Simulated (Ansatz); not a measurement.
We look at the formation energy of F_i in Ir (fcc, Fm-3m). Reaction: 64 Ir (fcc) + 1/2 F2 (gas) → cell A.

Cell A: a supercell of 64 sites of Ir (fcc, Fm-3m) with F off the lattice sites (6 Ir at 2.18 Å); spin state with PBE: run without spin, k-point mesh 4×4×4.
```
CELL_PARAMETERS angstrom
     10.95005     0.00000     0.00000
      5.47502     9.48302     0.00000
      5.47502     3.16101     8.94068
ATOMIC_POSITIONS crystal
  Ir 0.99920 0.00080 0.00080
  Ir 0.99920 0.00080 0.24920
  Ir 0.99723 0.00277 0.49957
  Ir 0.99723 0.00277 0.75043
  Ir 0.99920 0.24920 0.00080
  Ir 0.00022 0.25022 0.25022
  Ir 0.00025 0.25025 0.49975
  Ir 0.00022 0.25022 0.74933
  Ir 0.99723 0.49957 0.00277
  Ir 0.00025 0.49975 0.25025
  Ir 0.00025 0.49975 0.49975
  Ir 0.99723 0.49957 0.75043
  Ir 0.99723 0.75043 0.00277
  Ir 0.00022 0.74933 0.25022
  Ir 0.99723 0.75043 0.49957
  Ir 0.00317 0.74894 0.74894
  Ir 0.25067 0.99978 0.99978
  Ir 0.24957 0.00277 0.24723
  Ir 0.25106 0.99683 0.50106
  Ir 0.24957 0.00277 0.75043
  Ir 0.24957 0.24723 0.00277
  Ir 0.24975 0.25025 0.25025
  Ir 0.24975 0.25025 0.49975
  Ir 0.24957 0.24723 0.75043
  Ir 0.25106 0.50106 0.99683
  Ir 0.24975 0.49975 0.25025
  Ir 0.25106 0.50106 0.50106
  Ir 0.23442 0.48442 0.76558
  Ir 0.24957 0.75043 0.00277
  Ir 0.24957 0.75043 0.24723
  Ir 0.23442 0.76558 0.48442
  Ir 0.23442 0.76558 0.76558
  Ir 0.50025 0.99975 0.99975
  Ir 0.50043 0.00277 0.24723
  Ir 0.50043 0.00277 0.49957
  Ir 0.50025 0.99975 0.75025
  Ir 0.50043 0.24723 0.00277
  Ir 0.49933 0.25022 0.25022
  Ir 0.50043 0.24723 0.49957
  Ir 0.49894 0.25317 0.74894
  Ir 0.50043 0.49957 0.00277
  Ir 0.50043 0.49957 0.24723
  Ir 0.51558 0.48442 0.48442
  Ir 0.51558 0.48442 0.76558
  Ir 0.50025 0.75025 0.99975
  Ir 0.49894 0.74894 0.25317
  Ir 0.51558 0.76558 0.48442
  Ir 0.49894 0.74894 0.74894
  Ir 0.74978 0.99978 0.99978
  Ir 0.75080 0.00080 0.24920
  Ir 0.74978 0.99978 0.50067
  Ir 0.74975 0.99975 0.75025
  Ir 0.75080 0.24920 0.00080
  Ir 0.75080 0.24920 0.24920
  Ir 0.75277 0.24723 0.49957
  Ir 0.75277 0.24723 0.75043
  Ir 0.74978 0.50067 0.99978
  Ir 0.75277 0.49957 0.24723
  Ir 0.74683 0.50106 0.50106
  Ir 0.75277 0.49957 0.75043
  Ir 0.74975 0.75025 0.99975
  Ir 0.75277 0.75043 0.24723
  Ir 0.75277 0.75043 0.49957
  Ir 0.74975 0.75025 0.75025
  F  0.37500 0.62500 0.62500
```

Reference: Ir (fcc, Fm-3m), 64 atoms in the cell, the relaxed perfect crystal repeated, atoms not moved again; spin state with PBE: run without spin, k-point mesh 4×4×4 on the run's own vectors.

Reference: an isolated F2 molecule (singlet) in a box of 11 × 11 × 13 Å.

Computed with Ansatz (plane waves, PAW), its PAW set soft_1, cutoff 420 eV. The structures are at rest with PBE, within the held lattices. Neutral cells; Fermi-Dirac smearing of at most 0.10 eV in the solids, energies taken to zero width. Larger cells are relaxed from a start prepared with the learned potential CHGNet, on a coarser mesh till forces fall under 0.03 eV/Å, which some starts already meet. A dispersion term (D3(BJ), or D4 for r2SCAN) was computed beside these levels and is taken off wherever the name lacks it. Space groups of crystals are read within 0.01 Å. No zero-point or thermal terms. No structure search was made; lower ones may exist. The runs are scalar-relativistic, without spin-orbit coupling. No Hubbard U is applied. No correction for cell size. Mesh and cell size may move defect energies by 0.1 eV or more. Cell A has symmetry Fm-3m within 0.02 Å and got no random move, so less symmetric positions, which may lie lower, weren't tried.

Question: What is the computed value (PBE)?

Answer: 5.84 eV, for 64 Ir (fcc) + 1/2 F2 (gas) → cell A.

Ansatz is an electronic-structure program.
